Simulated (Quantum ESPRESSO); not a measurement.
A self-consistent single point of Mg (P6_3/mmc, 4 atoms in the cell) with Quantum ESPRESSO.

Level of theory: PBEsol, GBRV 1.5 ultrasoft (PBESOL) pseudopotentials (plane waves; Quantum ESPRESSO).

```
CELL_PARAMETERS angstrom
      3.22353     0.00000     0.00000
     -1.61176     2.79166     0.00000
      0.00000     0.00000    10.47055
ATOMIC_POSITIONS crystal
  Mg 0.00000 0.00000 0.00000
  Mg 0.00000 0.00000 0.50000
  Mg 0.33333 0.66667 0.25000
  Mg 0.66667 0.33333 0.75000
```

Reference input (self-consistent single point, DFT, PBE, plane waves, GBRV 1.5 ultrasoft (PBE) pseudopotentials): ecutwfc = 40 Ry; ecutrho = 200 Ry; occupations = smearing; smearing = gauss; degauss = 0.0073499 Ry; potentials = {Mg: mg_pbe_v1.4.uspp.F.UPF}; K_POINTS = automatic 8 8 3 0 0 0; conv_thr = 1e-11 Ry. This run's input differs from it in these lines:

```diff
@@ -25,3 +25,3 @@
 ATOMIC_SPECIES
-Mg    24.3050  mg_pbe_v1.4.uspp.F.UPF
+Mg    24.3050  mg_pbesol_v1.4.uspp.F.UPF
 ATOMIC_POSITIONS {crystal}
```

Output, abridged:

```
     Self-consistent Calculation

     iteration #  1     ecut=    40.00 Ry     beta= 0.70

---- Real-time Memory Report at c_bands before calling an iterative solver
           147 MiB given to the printing process from OS
            44 MiB allocation reported by mallinfo(arena+hblkhd)
------------------

     total energy              =    -500.33362973 Ry
     estimated scf accuracy    <       0.58927630 Ry

     iteration #  2     ecut=    40.00 Ry     beta= 0.70

---- Real-time Memory Report at c_bands before calling an iterative solver
           178 MiB given to the printing process from OS
   [... lines left out ...]

---- Real-time Memory Report at c_bands before calling an iterative solver
           182 MiB given to the printing process from OS
            59 MiB allocation reported by mallinfo(arena+hblkhd)
------------------

     total energy              =    -500.46934828 Ry
     estimated scf accuracy    <          1.9E-10 Ry

     iteration #  9     ecut=    40.00 Ry     beta= 0.70

---- Real-time Memory Report at c_bands before calling an iterative solver
           183 MiB given to the printing process from OS
            60 MiB allocation reported by mallinfo(arena+hblkhd)
------------------
     End of self-consistent calculation

     the Fermi energy is     5.2022 ev

!    total energy              =    -500.46934828 Ry
     estimated scf accuracy    <          2.1E-12 Ry
     smearing contrib. (-TS)   =      -0.00054398 Ry
     internal energy E=F+TS    =    -500.46880430 Ry

     convergence has been achieved in   9 iterations

     Forces acting on atoms (cartesian axes, Ry/au):

     atom    1 type  1   force =     0.00000000    0.00000000    0.00000000
   [... zero for the other atoms too ...]

     Total force =     0.000000     Total SCF correction =     0.000000

          total   stress  (Ry/bohr**3)                   (kbar)     P=      -14.24
  -0.00008784  -0.00000000   0.00000000          -12.92       -0.00        0.00
  -0.00000000  -0.00008784   0.00000000           -0.00      -12.92        0.00
   0.00000000   0.00000000  -0.00011468            0.00        0.00      -16.87

   JOB DONE.
```

The run converged in 9 iterations. Against the reference run the pressure goes from -0.78 to -1.42 GPa.

The starting cell comes from a database of computed structures (which also holds hypothetical and non-ambient phases and stackings), without a prior relaxation at this level. Its lattice was rescaled by a random factor within 2.5 % of one.
